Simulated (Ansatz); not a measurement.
Input and output of a self-consistent single point for SbAs (R3m, 2 atoms in the cell) (Ansatz, a first-principles code).

Method of the run: LDA (PW92), default PAW files made with PBE (plane waves; Ansatz).

```yaml
crystal:
  lattice:
    - [2.02662, 1.17007, 3.70544]
    - [-2.02662, 1.17007, 3.70544]
    - [0.00000, -2.34014, 3.70544]
  atoms:
    - { symbol: Sb, position: [0.23360, 0.23360, 0.23360] }
    - { symbol: As, position: [0.77090, 0.77090, 0.77090] }
```

Reference input (self-consistent single point, DFT, LDA (PW92), plane waves, default PAW files made with PBE): basis.ecutwfc = 420 eV; kpoints.mp_grid.grid = 10 10 10; hamiltonian.xc = lda; hamiltonian.pseudopotentials = {kind: paw} (the program's default PAW files); scf.occupations.method = fermi_dirac; scf.occupations.width = 0.1 eV. This run's input differs from it in these lines:

Ansatz 0.2 input:
```diff
@@ -12,3 +12,3 @@
 kpoints:
-  mp_grid: { grid: [10, 10, 10] }
+  mp_grid: { grid: [16, 16, 16] }
 hamiltonian:
@@ -17,3 +17,3 @@
 scf:
-  occupations: { method: fermi_dirac, width: 0.1 }
+  occupations: { method: cold, width: 0.05 }
 output:
```

Log, with long lists cut:

```
SCF iter   1: F=—  HF=-11109.466883 eV  |F-HF|=—  |Δ(HF+E_count)|=         —  Δρ=5.77e-3  dr2=1.07e-2  ethr=1.77e-3  ⟨swp⟩=6.0  Hψ=39973  notcnv=0
all-band conjugate gradients solve this SCF's bands
preconditioner: auto → Kerker (q_TF=auto, 2.484 Å⁻¹)
SCF iter   2: F=—  HF=-11109.462679 eV  |F-HF|=—  |Δ(HF+E_count)|=   4.20e-3  S|Δr|=    0.00e0  Δρ=3.24e-3  dr2=3.30e-3  ethr=3.58e-5  ⟨swp⟩=1.7  Hψ=12047  notcnv=0
   [... lines left out ...]
SCF iter   5: F=—  HF=-11109.461503 eV  |F-HF|=—  |Δ(HF+E_count)|=   1.46e-5  S|Δr|=    0.00e0  Δρ=4.70e-5  dr2=1.90e-6  ethr=1.09e-7  ⟨swp⟩=2.0  Hψ=14176  notcnv=0
SCF iter   6: F=—  HF=-11109.461502 eV  |F-HF|=—  |Δ(HF+E_count)|=   9.15e-7  S|Δr|=    0.00e0  Δρ=2.58e-5  dr2=5.71e-7  ethr=6.33e-9  ⟨swp⟩=2.0  Hψ=14157  notcnv=0
SCF iter   7: F=-11109.461501 eV  HF=-11109.461501 eV  |F-HF|=1.44e-8  |Δ(HF+E_count)|=   2.24e-7  S|Δr|=    0.00e0  Δρ=9.23e-6  dr2=7.66e-8  ethr=3.33e-10  ⟨swp⟩=3.1  Hψ=32412  notcnv=0
SCF 1 converged in 7 iterations: F = -11109.461501 eV  dr2 = 7.66e-8
Stability not checked (fill_not_monotonic)
Free energy (F): -11109.461501 eV
Internal energy: -11109.461697 eV  (E = F + TS)
E sigma→0 (E₀):  -11109.461567 eV
Entropy (-TS):   0.000196 eV (0.098 meV/atom)
Fermi energy:    9.635147 eV
--- Forces (eV/Å), atoms counted from 1 ---
  atom   1  Sb     0.00000000    -0.00000001    -0.22976311
  atom   2  As     0.00000000     0.00000001     0.22976738
--- Stress (GPa, compression-positive) ---
       -2.915744       0.000000       0.000000
        0.000000      -2.915744      -0.000000
        0.000000      -0.000000      -4.215714
  P = ⅓ Tr σ = -3.3491 GPa (-33.491 kbar)
  The stress holds the Pulay correction. Without it, at fixed plane waves, as pw.x and ABINIT print it: P = -3.3840 GPa
```

The run converged in 7 iterations. Against the reference run the free energy rises by 5.1 meV/atom, the pressure hardly changes (-3.41 to -3.35 GPa) and the largest force goes from 0.207 to 0.230 eV/Å.

The starting cell comes from a database of computed structures (which also holds hypothetical and non-ambient phases and stackings), without a prior relaxation at this level. Its lattice was rescaled by up to half a per cent. One atom was moved a little off its site on purpose. With a pressure of about -3 GPa the cell is away from its equilibrium volume at this level. Ansatz's pressure includes its estimate of the finite-basis (Pulay) stress. The run gives no clean gap (levels at the Fermi energy touch, overlap or are partly filled at this smearing), which alone does not show that the compound is a metal.

Cost on one core of a shared machine: roughly 30 s.
